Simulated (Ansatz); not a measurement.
Output of an Ansatz run (abridged):

```
WARN the atoms were moved onto the symmetric positions of the space group found under crystal.symmetry.tolerance 1.0e-5 (fractional …
WARN ansatz: RAYON_NUM_THREADS=1 ignored (pool sized by the plan → 1); use --threads N
Pseudopotentials: kind: paw
Pseudopotential: Pt, paw, valence charge 18
Crystal: 2 atoms, lattice volume = 31.345 Å³
Basis set: ecut = 420.4159175005146 eV, 597 PW (Γ)
Bands: 22, of which v1, the nominal top of the filled ones, is band 18 counted from 1 (17 counted from 0)
Symmetry: 24 space group operations
Space group: P63/mmc (ITA 194), of the structure as read, at distance tolerance 3.2e-5 Å
k-points: 96 of 1372
PAW frozen core: Pt, regenerated for the run's functional, and the local potential with it
Initial density: superposition of atomic densities (neutral atoms: chi_scale 0, normalization atom), corrected by the library's trained network
Initial wavefunctions: pseudopotential atomic-orbital guess
Eigensolver: davidson
Functional: x = slater, c = lda
SCF iter   1: F=—  HF=-24489.835410 eV  |F-HF|=—  |Δ(HF+E_count)|=         —  Δρ=8.05e-3  dr2=1.00e-2  ethr=1.77e-3  ⟨swp⟩=4.9  Hψ=8145  notcnv=0
all-band conjugate gradients solve this SCF's bands
preconditioner: auto → Kerker (q_TF=auto, 2.792 Å⁻¹)
SCF iter   2: F=—  HF=-24489.835096 eV  |F-HF|=—  |Δ(HF+E_count)|=   3.13e-4  Δρ=4.21e-3  dr2=2.54e-3  ethr=2.78e-5  ⟨swp⟩=2.1  Hψ=3500  notcnv=0
SCF iter   3: F=—  HF=-24489.834557 eV  |F-HF|=—  |Δ(HF+E_count)|=   5.40e-4  Δρ=4.07e-4  dr2=2.44e-5  ethr=7.07e-6  ⟨swp⟩=2.0  Hψ=2923  notcnv=0
SCF iter   4: F=—  HF=-24489.834562 eV  |F-HF|=—  |Δ(HF+E_count)|=   5.49e-6  Δρ=8.27e-5  dr2=1.55e-6  ethr=6.77e-8  ⟨swp⟩=2.5  Hψ=3725  notcnv=0
iter 5 did not close the SCF: its close was put off for the readings that it lacked (scf_convergence_deferred on its scf_iter line)
SCF iter   5: F=-24489.834562 eV  HF=-24489.834562 eV  |F-HF|=3.04e-8  |Δ(HF+E_count)|=   1.22e-7  Δρ=1.84e-5  dr2=7.08e-8  ethr=4.30e-9  ⟨swp⟩=1.1  Hψ=2185  notcnv=0
SCF iter   6: F=-24489.834562 eV  HF=-24489.834562 eV  |F-HF|=7.02e-10  |Δ(HF+E_count)|=   1.89e-8  Δρ=4.59e-6  dr2=4.01e-9  ethr=1.97e-10  ⟨swp⟩=2.1  Hψ=7396  notcnv=0
SCF 1 converged in 6 iterations: F = -24489.834562 eV  dr2 = 4.01e-9
SCF converged after 6 iterations
Free energy (F): -24489.834562 eV
Harris-Foulkes:  -24489.834562 eV  (|F-HF|=7.02e-10)
Internal energy: -24489.722855 eV  (E = F + TS)
E sigma→0 (E₀):  -24489.778708 eV
Entropy (-TS):   -0.111708 eV (-55.854 meV/atom)
Fermi energy:    21.839575 eV
--- Per-component energies (eV) ---
  E_band       = -306.451742
  E_kinetic    = 1274.343090
  E_local      = -3043.801364  (includes V_loc(G=0)·N_el)
  E_nonlocal   = 413.892230
  E_hartree    = 1121.342347
  E_xc         = -519.850976
  E_vxc        = -604.271320  (∫ρ·V_xc dr)
  E_paw        = -18355.045070  (= ΣΔE_a)
  E_vpaw       = -589.298369  (= ΣTr[D̂ρ^β])
  E_aug_tail   = 0.000358  (compensation charges beyond the density's cutoff)
  E_ewald      = -5381.531209
  E_core_change = 0.927739  (= ΣΔE_core)
  E_smearing   = -0.111708  (= −TS)
  E_closure    = 0.000000  (closes the sum)
  Σ components = -24489.834562   (vs F -24489.834562, Δ=0.00e0)
--- Forces (eV/Å), atoms counted from 1 ---
  atom   1  Pt    -0.00000000    -0.00000000     0.00000000
  atom   2  Pt     0.00000000     0.00000000     0.00000000
  max |Σ_I F_I| component: 0.00e0 eV/Å
--- Stress (GPa, compression-positive) ---
      -13.247384       0.000000      -0.000000
        0.000000     -13.247384      -0.000000
       -0.000000      -0.000000     -14.276199
  P = ⅓ Tr σ = -13.5903 GPa (-135.903 kbar)
  The stress holds the Pulay correction. Without it, at fixed plane waves, as pw.x and ABINIT print it: P = -13.6332 GPa
--- Band table (eV; the first three rows and the last of 96) ---
  k-point 0: bands = ["-76.6289", "-76.6091", "-30.8185", "-30.5994", "-30.5994", "-30.5582", "-30.5582", "-30.4791", "11.9831", "14.6542", "17.8119", "18.3645", "18.3645", "18.7355", "18.7355", "20.0083", "20.0083", "21.0416", "21.6187", "21.6187", [...]
  k-point 1: bands = ["-76.6279", "-76.6101", "-30.8020", "-30.5973", "-30.5973", "-30.5603", "-30.5603", "-30.4963", "12.1585", "14.6267", "17.7689", "18.3397", "18.3397", "18.6849", "18.6849", "20.1368", "20.1368", "20.2683", "21.5819", "21.5819", [...]
  k-point 2: bands = ["-76.6251", "-76.6128", "-30.7556", "-30.5916", "-30.5916", "-30.5660", "-30.5660", "-30.5441", "12.6554", "14.4803", "17.6822", "18.3090", "18.3090", "18.5611", "18.5611", "18.9612", "20.4571", "20.4571", "21.4518", "21.4518", [...]
  k-point 95: bands = ["-76.5916", "-76.5913", "-30.9011", "-30.8947", "-30.8384", "-30.8240", "-30.5702", "-30.5644", "16.4976", "16.6501", "17.2830", "17.3199", "18.0611", "18.2360", "19.3612", "19.6569", "21.5861", "21.7111", "27.3483", [...]
```

The structure:

```xyz
2
Lattice="2.7524 0.0000 0.0000 -1.3762 2.3836 0.0000 0.0000 0.0000 4.7778" Properties=species:S:1:pos:R:3 pbc="T T T"
Pt     1.3762     0.7945     3.5833
Pt     0.0000     1.5891     1.1944
```

Task: Reconstruct the input of this run.

Result: Other spellings and defaults could give the same log, and not every line can be read from it. The input that was run (DFT, LDA (PW92), plane waves, default PAW files made with PBE):

Ansatz 0.2 input:
```yaml
# Pt
crystal:
  lattice:
    - [2.75238800, 0.00000000, 0.00000000]
    - [-1.37619400, 2.38363800, 0.00000000]
    - [0.00000000, 0.00000000, 4.77775400]
  atoms:
    - { symbol: Pt, position: [0.66666700, 0.33333300, 0.75000000] }
    - { symbol: Pt, position: [0.33333300, 0.66666700, 0.25000000] }
basis:
  ecutwfc: 30.9 Ry
kpoints:
  mp_grid:
    grid: [14, 14, 7]
hamiltonian:
  xc: lda
  pseudopotentials:
    kind: paw
scf:
  occupations:
    method: fermi_dirac
    width: 0.0073 Ry
output:
  forces: true
  eigenvalues: true
  stress: true
```

The starting cell comes from a database of computed structures (which also holds hypothetical and non-ambient phases and stackings), without a prior relaxation at this level. Its lattice was rescaled by up to half a per cent. Spin-orbit coupling is off. Spin polarisation is off. With a pressure of about -14 GPa the cell is away from its equilibrium volume at this level. Ansatz's pressure includes its estimate of the finite-basis (Pulay) stress.

Ansatz is a program for electronic structure.
